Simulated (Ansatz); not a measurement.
The reference is BAs in the zinc blende structure (space group F-43m, No. 216; a = 4.7839 Å). Axes: x, y, z lie along the cube axes.

The values are results of Ansatz (a program for electronic structure), r2SCAN, PAW, cutoff 500 eV, without spin-orbit coupling, not measurements.

Before the change:

| Item | Result |
|---|---|
| Valence-band top at Γ | 0.00, 0.00, 0.00 eV |

The change: uniaxial strain ε_zz = −1.50 %, all other strain components held at zero, atoms relaxed at fixed cell.

Q: What happens to the energy relative to the base and valence-band top at Γ?

A: The energy grows by 2.8 meV/atom; the valence-band top at Γ (three highest levels, from the VBM) changes from 0.00, 0.00, 0.00 eV to 0.00, -0.15, -0.15 eV.

The levels and masses belong to the bands next to the band gap. No phonon test of stability was made.
